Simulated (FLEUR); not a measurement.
# Convergence study of the basis cutoff for MgB2 (P6mm, 3 atoms in the cell)

```yaml
crystal:
  lattice:
    - [1.55272, -2.68940, 0.00000]
    - [1.55272, 2.68940, 0.00000]
    - [0.00000, 0.00000, 3.53760]
  atoms:
    - { symbol: Mg, position: [0.00000, 0.00000, 0.01413] }
    - { symbol: B, position: [0.33333, 0.66667, 0.50000] }
    - { symbol: B, position: [0.66667, 0.33333, 0.50000] }
```

Method: PBEsol, all-electron FLAPW (FLEUR), scalar-relativistic valence.

Base settings: Kmax = 3.8 1/bohr; GmaxXC = 13.3 1/bohr; xcFunctional = PBEs; jspins = 1; l_soc = F; mode = hist; fermiSmearingEnergy = 0.00367493 Htr; mesh (inpgen div1-3) = 4 4 3; inpgen gamma flag = true; Gmax = 13.3 1/bohr.

Moved along: Gmax, GmaxXC.

The second cell is the first with its lattice scaled by 0.98.

The mesh stays at the base's, so the ladder's end is converged at best in this setting alone.

Only quantities that move along the ladder and can be compared are tabulated.

The starting cell has typed, rounded lattice constants, without a prior relaxation at this level. Its lattice was rescaled by up to half a per cent. One atom was moved a little off its site on purpose. Values depend on the basis (sphere radii, cutoffs, local orbitals), which need not be converged.

| Kmax | free energy less the last step's (meV/atom) | energy of the compressed cell less the first (meV/atom) | largest difference of a force vector from the last step's (eV/Å) |
|---|---|---|---|
| 2.25 1/bohr | 1269.73 | -50.81 | 0.169 |
| 2.4 1/bohr | 928.94 | -16.99 | 0.139 |
| 2.55 1/bohr | 684.07 | 1.26 | 0.073 |
| 2.69 1/bohr | 517.74 | 4.31 | 0.026 |
| 2.82 1/bohr | 384.22 | -11.43 | 0.022 |
| 2.94 1/bohr | 280.45 | -19.63 | 0.001 |
| 3.18 1/bohr | 143.13 | -7.25 | 0.006 |
| 3.4 1/bohr | 68.07 | -4.58 | 0.001 |
| 3.6 1/bohr | 32.87 | -2.98 | 0.003 |
| 3.8 1/bohr | 17.53 | -2.16 | 0.001 |
| 3.99 1/bohr | 9.80 | -4.60 | 0.001 |
| 4.16 1/bohr | 5.76 | -3.72 | 0.000 |
| 4.42 1/bohr | 2.47 | -3.89 | 0.000 |
| 4.65 1/bohr | 1.09 | -4.10 | 0.000 |
| 5.03 1/bohr | 0.00 | -4.05 | 0.000 |

Coarsest Kmax that holds the free energy within 5 meV/atom of the last step, with all finer ones: 4.42 1/bohr; the step before is off by 5.8 meV/atom.

Coarsest Kmax that holds the forces within 0.01 eV/Å of the last step, with all finer ones: 2.94 1/bohr; the step before is off by 0.022 eV/Å.

Coarsest Kmax that holds the energy of the compressed cell less the first within 0.2 meV/atom of the last step, with all finer ones: 4.42 1/bohr; the step before is off by 0.33 meV/atom.
